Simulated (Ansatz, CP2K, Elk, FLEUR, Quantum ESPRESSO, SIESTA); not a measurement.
# Code comparison for LaAu (Cmcm, 4 atoms in the cell)

Self-consistent single point, at a second geometry (lattice scaled by 0.98). First geometry:

```xyz
4
Lattice="1.9726 -5.7115 0.0000 1.9726 5.7115 0.0000 0.0000 0.0000 4.7358" Properties=species:S:1:pos:R:3 pbc="T T T"
La     1.9726    -4.1692     3.5519
La     1.9726     4.1692     1.1840
Au     1.9726    -0.9938     3.5519
Au     1.9726     0.9938     1.1840
```

Shared settings, as Ansatz (a quantum-chemistry and plane-wave program) writes them: kpoints.mp_grid.grid = 6 6 5; scf.occupations.method = fermi_dirac; scf.occupations.width = 0.0073 Ry. Potentials and cutoffs stand in the table.

```
code                                                                                                                                      model  ΔF from the first geometry (meV/atom)  pressure (GPa)  largest force (eV/Å)           cutoff
----------------  -----------------------------------------------------------------------------------------------------------------------------  -------------------------------------  --------------  --------------------  ---------------
Quantum ESPRESSO                                                                           PBEsol, GBRV 1.5 ultrasoft (PBESOL) pseudopotentials                                   24.2            5.26                 0.255            40 Ry
SIESTA            GGA PBEsol, numerical atomic orbitals TZP, PseudoDojo PBEsol standard norm-conserving potentials (rewritten from UPF to PSML)                                   32.4            6.42                 0.417      grid 400 Ry
Ansatz                                                                                                          PBEsol, PAW files made with PBE                                   24.2            5.25                 0.255          default
CP2K                                                                 PBEsol, GPW, DZVP-MOLOPT-SR-GTH basis, GTH-PBE potentials (GTH_POTENTIALS)                                   48.7            8.09                 0.372      grid 500 Ry
FLEUR                                                                           PBEsol, all-electron FLAPW (FLEUR), scalar-relativistic valence                                   22.8               –                 0.267  Kmax 3.8 1/bohr
Elk                                           PBEsol, all-electron FP-LAPW, Elk's shipped species files, APW+lo basis with extra local orbitals                                   24.4               –                     –         rgkmax 8
```

Size of the force on each atom (eV/Å): Sizes of forces hide their directions.

| code | La1 | La2 | Au3 | Au4 |
|---|---|---|---|---|
| Quantum ESPRESSO | 0.255 | 0.255 | 0.026 | 0.026 |
| SIESTA | 0.417 | 0.417 | 0.160 | 0.160 |
| Ansatz | 0.255 | 0.255 | 0.011 | 0.011 |
| CP2K | 0.372 | 0.372 | 0.071 | 0.071 |
| FLEUR | 0.267 | 0.267 | 0.012 | 0.012 |

A dash marks a value that a program does not give, or that is left out as unsure.

On Ansatz's run: spin-orbit coupling is off.

The spread over the programs that give each value: ΔF from the first geometry within 25.9 meV/atom; pressure within 2.84 GPa; largest force within 0.162 eV/Å.

SIESTA and CP2K use small atom-centred bases, whose incompleteness enters pressures, forces and empty levels differently from a plane-wave cutoff. FLEUR and Elk treat all electrons, but the usual bases taken here (sphere radii, linearisation, local orbitals, empty states) were not tested for convergence, so the values are no reference for the others. Ansatz's pressure is given at a fixed set of plane waves, as the other plane-wave codes print theirs. In the pressure, SIESTA (by 1.17) and CP2K (by 2.83) lie more than 1 GPa from the median of the plane-wave programs. In the force vectors, SIESTA (by 0.162) and CP2K (by 0.117) lie more than 0.08 eV/Å from the median of the plane-wave programs.

The starting cell comes from a database of computed structures (which also holds hypothetical and non-ambient phases and stackings), without a prior relaxation at this level. Its lattice was rescaled by a random factor within 2.5 % of one. For this run, on top of that: lattice scaled by 0.98.

Keys are those of Ansatz 0.2.
